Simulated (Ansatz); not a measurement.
The parent structure is InPt₃ in the Cu3Au type structure (space group Pm-3m, No. 221; a = 3.9939 Å; relaxed with 0.1 eV smearing). Axes: x, y, z lie along the cube axes.

All numbers come from Ansatz (an electronic-structure program), PBEsol, PAW, cutoff 420 eV, no spin-orbit coupling.

The change: tensor shear ε_xz = +2.91 % (engineering shear γ = 0.0582); the atoms relax in the strained cell.

### Question
Predict the stress tensor and what it implies for the stiffness.

### Answer
Stress of the strained cell less that of the base (GPa, compression positive):
```
    1.5     0.0    -5.7
    0.0    -0.2     0.0
   -5.7     0.0     1.5
```

Then −Δσ/γ with γ = 2ε = 0.0582 gives secant stiffness values (nonlinear terms included at this strain): C55 ≈ 98 GPa.

As a check, the harmonic strain energy −½ V₀ Δσ:ε is 17 meV/atom; the computed energy rise is 16 meV/atom.

Whether these cells are dynamically stable was not tested. The final runs are not spin-polarised.
